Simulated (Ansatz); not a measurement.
C11b WSi₂ was calculated with PBE-D3(BJ) (Ansatz, an electronic-structure program, plane waves, PAW).

Excerpt of the program's output:

```
Crystal: 3 atoms, lattice volume = 39.751 Å³
Basis set: ecut = 520 eV, 1079 PW (Γ), exchange–correlation on 72×72×72 points (8 copies of the dense FFT grid, shifted against one another)
Bands: 15, of which v1, the nominal top of the filled ones, is band 11 counted from 1 (10 counted from 0)
Symmetry: 16 space group operations
Space group: I4/mmm (ITA 139), of the structure as read, at distance tolerance 3.4e-5 Å
k-points: 1063 of 13824
Functional: x = pbe(κ = 0.804, μ = 0.2195149727645171), c = pbe(β = 0.06672455060314922)
SCF iter   1: F=—  HF=-11659.182882 eV  |F-HF|=—  |Δ(HF+E_count)|=         —  Δρ=3.55e-3  dr2=2.31e-3
SCF iter   2: F=—  HF=-11659.183140 eV  |F-HF|=—  |Δ(HF+E_count)|=   2.58e-4  Δρ=2.04e-3  dr2=9.24e-4
  ...
SCF iter   6: F=—  HF=-11659.183195 eV  |F-HF|=—  |Δ(HF+E_count)|=   1.03e-8  Δρ=2.72e-6  dr2=3.53e-9
SCF iter   7: F=-11659.183195 eV  HF=-11659.183195 eV  |F-HF|=1.82e-12  |Δ(HF+E_count)|=  2.64e-10  Δρ=2.66e-7  dr2=1.74e-11
SCF 1 converged in 7 iterations: F = -11659.183195 eV  dr2 = 1.74e-11
SCF converged after 7 iterations
Free energy (F): -11659.183195 eV
Internal energy: -11659.181116 eV  (E = F + TS)
E sigma→0 (E₀):  -11659.182155 eV
Fermi energy:    17.090457 eV
--- Forces (eV/Å), atoms counted from 1 ---
  atom   1  Si    -0.00000000     0.00000000     0.00001699
  atom   2  Si    -0.00000000     0.00000000    -0.00001699
  atom   3  W      0.00000000     0.00000000     0.00000000
--- Stress (GPa, compression-positive) ---
        0.000035      -0.000000      -0.000000
       -0.000000       0.000035       0.000000
        0.000000      -0.000000      -0.000089
  P = ⅓ Tr σ = -0.0000 GPa (-0.000 kbar)
```

Problem. Write an input file that could have produced this run (the log leaves some choices open).

Solution. Several could match; the one computed here: 
Ansatz 0.2 input:
```yaml
crystal:
  lattice:
    - [-1.5964600323, 1.5964600323, 3.8992037316]
    - [1.5964600323, -1.5964600323, 3.8992037316]
    - [1.5964600323, 1.5964600323, -3.8992037316]
  atoms:
    - { symbol: Si, position: [0.6659090846, 0.6659090846, 0.0] }
    - { symbol: Si, position: [0.3340909154, 0.3340909154, 0.0] }
    - { symbol: W, position: [0.0, 0.0, 0.0] }
basis:
  ecutwfc: 520
  ecutrho_ratio: 4
  xc_grid: 2
kpoints:
  mp_grid: { grid: [24, 24, 24] }
hamiltonian:
  xc: pbe
  dispersion: d3bj
  pseudopotentials: { kind: paw }
scf:
  occupations: { method: fermi_dirac, width: 0.05 }
  convergence: { dr2_threshold: 0.0000000003 }
output:
  forces: true
  stress: true
  eigenvalues: true
```

It cost roughly 50 core-seconds of CPU time.
